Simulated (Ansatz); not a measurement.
Data:

```xyz
2
Lattice="0.0000 3.2011 3.2811 3.2011 0.0000 3.2811 3.2011 3.2011 0.0000" Properties=species:S:1:pos:R:3 pbc="T T T"
Na     0.0000     0.0000     0.0000
I      3.2011     3.2011     3.2811
```

No spin polarisation.

Level of theory: PBEsol, PAW, 420 eV (Ansatz, a program for electronic structure; no spin-orbit coupling). k-mesh 9×9×9 (Γ-centred); smearing 0.05 eV (Fermi–Dirac).

Question: Predict the electron mass, valence-band top at Γ, gap character and hole mass.

Answer: The electron mass is 0.26 mₑ (at Γ). The valence-band top at Γ (three highest levels, from the VBM) is 0.00, -0.03, -0.03 eV, the gap character comes out as direct at Γ and the hole mass comes out as 0.36 mₑ along z, 1.6 mₑ across (at Γ).

With I present, leaving out spin-orbit coupling can change the band edges. The cells carry an imposed strain or load. Effective masses come from finite differences of ±0.01 Å⁻¹. Stability against distortions was not tested. The cell was made from NaI in the rock salt structure (space group Fm-3m, No. 225) by this change: uniaxial strain ε_zz = +2.50 %.
